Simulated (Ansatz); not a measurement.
Consider PbZrO₃ in the cubic perovskite structure (space group Pm-3m, No. 221; a = 4.1413 Å; a cell from a computed database, its experimental status unchecked).

Modification: a negative pressure, −2 GPa.

Levels (all Ansatz, an electronic-structure program, PAW): PBEsol (420 eV, spin-orbit coupling left out); HSE06 (420 eV, without spin-orbit coupling).

The geometry is relaxed with PBEsol.

| Item | Value |
|---|---|
| PBEsol band gap | 2.30 eV |

With HSE06 at the same geometry, the band gap goes up by 1.18 eV, from 2.30 eV to 3.48 eV.

Single points use the geometry relaxed with PBEsol. HSE06 gaps are upper bounds (no full band path). Spin-orbit coupling, missing from the scalar runs, can matter with Pb. Load acts through the strain it causes; cell and atoms are relaxed under it. Stability against distortions was not tested. Many cubic perovskites are stable only at high temperature; tilts and polar distortions were not tested.
